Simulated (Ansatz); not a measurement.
An Ansatz (an electronic-structure program) run: BaTiO3 with a change (O → C); r2SCAN in Ansatz (plane waves to 500 eV, PAW, spin-orbit coupling left out), earlier PAW set.

Input:

Ansatz 0.2 input:
```yaml
crystal:
  lattice:
    - [4.2308184076, 0, 0]
    - [0, 4.2308184076, 0]
    - [0, 0, 4.2308184076]
  atoms:
    - { symbol: Ba, position: [0, 0, 0] }
    - { symbol: Ti, position: [0.5, 0.5, 0.5] }
    - { symbol: C, position: [0.5, 0, 0.5] }
    - { symbol: C, position: [0.5, 0.5, 0] }
    - { symbol: C, position: [0, 0.5, 0.5] }
basis: { ecutwfc: 500, ecutrho_ratio: 4, xc_grid: 4, fft_grid_basis: typed }
kpoints: { mp_grid: { grid: [11, 11, 11] } }
hamiltonian:
  xc: r2scan
  dispersion: none
  pseudopotentials: { azcp: { folder: ./paw }, kind: paw }
scf: { occupations: { method: fermi_dirac, width: 0.05 }, convergence: { dr2_threshold: 0.0000000005 } }
output: { forces: true, stress: true }
checkpoint: { write: state.ck, write_every: 1000 }
```

Output:

```
WARN ansatz: RAYON_NUM_THREADS=1 ignored (pool sized by the plan → 1); use --threads N
Pseudopotentials: kind: paw
Pseudopotential: Ba, paw, valence charge 10
Pseudopotential: Ti, paw, valence charge 12
Pseudopotential: C, paw, valence charge 4
Functional definition: r2SCAN
Crystal: 5 atoms, lattice volume = 75.731 Å³
Basis set: ecut = 500 eV, 1935 PW (Γ), exchange–correlation on 128×128×128 points (64 copies of the dense FFT grid, shifted against one another)
Bands: 22, of which v1, the nominal top of the filled ones, is band 17 counted from 1 (16 counted from 0)
Symmetry: 48 space group operations
Space group: Pm-3m (ITA 221), of the structure as read, at distance tolerance 4.2e-5 Å
k-points: 56 of 1331
PAW frozen core: Ba, regenerated for the run's functional
PAW frozen core: Ti, regenerated for the run's functional
PAW frozen core: C, regenerated for the run's functional
Initial density: superposition of atomic densities (chi_scale 0.1, normalization cell, long waves kept (reshape's long-wave potential 0.00 eV rms))
Initial wavefunctions: pseudopotential atomic-orbital guess
Eigensolver: davidson
Functional: x = r2scan, c = r2scan; τ floored in thin density (d = 2e-4 eV/Å³)
SCF iter   1: F=—  HF=-9219.148011 eV  |F-HF|=—  |Δ(HF+E_count)|=         —  Δρ=5.56e-2  dr2=1.79e0  dr2_τ=1.60e-1  ethr=3.10e-3  ⟨swp⟩=6.5  Hψ=5952  notcnv=0
all-band conjugate gradients solve this SCF's bands
preconditioner: auto → Kerker (q_TF=auto, 2.387 Å⁻¹)
SCF iter   2: F=—  HF=-9219.131828 eV  |F-HF|=—  |Δ(HF+E_count)|=   1.62e-2  Δρ=2.83e-2  dr2=3.73e-1  dr2_τ=1.55e-2  ethr=3.10e-3  ⟨swp⟩=2.9  Hψ=2923  notcnv=0  defer=6
SCF iter   3: F=—  HF=-9219.133698 eV  |F-HF|=—  |Δ(HF+E_count)|=   1.87e-3  Δρ=1.39e-2  dr2=1.02e-1  dr2_τ=2.37e-3  ethr=1.10e-3  ⟨swp⟩=2.0  Hψ=1446  notcnv=0  defer=6
SCF iter   4: F=—  HF=-9219.135640 eV  |F-HF|=—  |Δ(HF+E_count)|=   1.94e-3  Δρ=2.10e-3  dr2=3.44e-3  dr2_τ=1.75e-4  ethr=2.99e-4  ⟨swp⟩=2.8  Hψ=2369  notcnv=0  defer=6
SCF iter   5: F=—  HF=-9219.136663 eV  |F-HF|=—  |Δ(HF+E_count)|=   1.02e-3  Δρ=7.13e-4  dr2=4.44e-4  dr2_τ=3.66e-5  ethr=1.01e-5  ⟨swp⟩=2.1  Hψ=1831  notcnv=0  defer=6
SCF iter   6: F=—  HF=-9219.136664 eV  |F-HF|=—  |Δ(HF+E_count)|=   1.50e-6  Δρ=1.12e-4  dr2=1.11e-5  dr2_τ=2.70e-7  ethr=1.31e-6  ⟨swp⟩=2.1  Hψ=1672  notcnv=0  defer=6
SCF iter   7: F=—  HF=-9219.136669 eV  |F-HF|=—  |Δ(HF+E_count)|=   4.82e-6  Δρ=3.81e-5  dr2=1.87e-6  dr2_τ=5.40e-8  ethr=3.25e-8  ⟨swp⟩=2.5  Hψ=2047  notcnv=0  defer=6
SCF iter   8: F=—  HF=-9219.136668 eV  |F-HF|=—  |Δ(HF+E_count)|=   1.27e-6  Δρ=1.06e-5  dr2=9.73e-8  dr2_τ=4.57e-9  ethr=5.51e-9  ⟨swp⟩=2.0  Hψ=1735  notcnv=0  defer=6
SCF iter   9: F=—  HF=-9219.136668 eV  |F-HF|=—  |Δ(HF+E_count)|=   7.74e-9  Δρ=3.65e-6  dr2=1.40e-8  dr2_τ=9.60e-10  ethr=2.86e-10  ⟨swp⟩=2.6  Hψ=2144  notcnv=0  defer=6
SCF iter  10: F=—  HF=-9219.136668 eV  |F-HF|=—  |Δ(HF+E_count)|=  2.73e-11  Δρ=1.04e-6  dr2=1.09e-9  dr2_τ=1.21e-11  ethr=4.11e-11  ⟨swp⟩=2.1  Hψ=1491  notcnv=0  defer=6
SCF iter  11: F=-9219.136668 eV  HF=-9219.136668 eV  |F-HF|=1.64e-11  |Δ(HF+E_count)|=  7.28e-12  Δρ=1.55e-7  dr2=2.57e-11  dr2_τ=2.63e-13  ethr=1.47e-12  ⟨swp⟩=4.0  Hψ=3911  notcnv=0
SCF 1 converged in 11 iterations: F = -9219.136668 eV  dr2 = 2.57e-11
SCF converged after 11 iterations
Free energy (F): -9219.136668 eV
Harris-Foulkes:  -9219.136668 eV  (|F-HF|=1.64e-11)
Internal energy: -9219.116311 eV  (E = F + TS)
E sigma→0 (E₀):  -9219.126490 eV
Entropy (-TS):   -0.020357 eV (-4.071 meV/atom)
Fermi energy:    9.725958 eV
--- Per-component energies (eV) ---
  E_band       = -194.567098
  E_kinetic    = 677.149608
  E_local      = -1594.243262  (includes V_loc(G=0)·N_el)
  E_nonlocal   = 225.113833
  E_hartree    = 596.716256
  E_xc         = -429.177486
  E_vxc        = -482.100306  (∫ρ·V_xc dr)
  E_paw        = -6576.903139  (= ΣΔE_a)
  E_vpaw       = -240.739476  (= ΣTr[D̂ρ^β])
  E_aug_tail   = -0.000026  (compensation charges beyond the density's cutoff)
  E_vtau       = 26.820163  (kinetic-family band-sum trace: ∫τ·v_τ [+ j·A + Jᵃ·Aᵃ] dr)
  E_ewald      = -2117.514737
  E_core_change = -0.257359  (= ΣΔE_core)
  E_smearing   = -0.020357  (= −TS)
  E_closure    = -0.000000  (closes the sum)
  Σ components = -9219.136668   (vs F -9219.136668, Δ=0.00e0)
  [band-id]    e_kinetic+e_local+e_nonlocal+2·e_hartree+e_vxc+e_vpaw+e_augmentation_tail+e_vtau = -194.566953   (vs E_band -194.567098, Δ=1.45e-4)
--- Forces (eV/Å), atoms counted from 1 ---
  atom   1  Ba    -0.00000000     0.00000000    -0.00000000
  atom   2  Ti     0.00000000    -0.00000000     0.00000000
  atom   3  C     -0.00000000    -0.00000000     0.00000000
  atom   4  C      0.00000000     0.00000000    -0.00000000
  atom   5  C      0.00000000     0.00000000    -0.00000000
  max |Σ_I F_I| component: 1.15e-28 eV/Å
--- Stress (GPa, compression-positive) ---
        0.000077       0.000000       0.000000
        0.000000       0.000077       0.000000
       -0.000000       0.000000       0.000077
  P = ⅓ Tr σ = 0.0001 GPa (0.001 kbar)
  The stress holds the Pulay correction. Without it, at fixed plane waves, as pw.x and ABINIT print it: P = -0.0338 GPa
  The stress includes an estimate of the error left by incomplete SCF convergence (largest component -0.0000 GPa).
--- Band table ---
  band table: none
```

No phonon test of stability was made. The final runs are not spin-polarised. The cell was made from BaTiO3 by this change: O → C; the result is a hypothetical phase, not in the database extracts checked. BaTiC3 has a high density of states at the Fermi level and may be magnetic at this level.
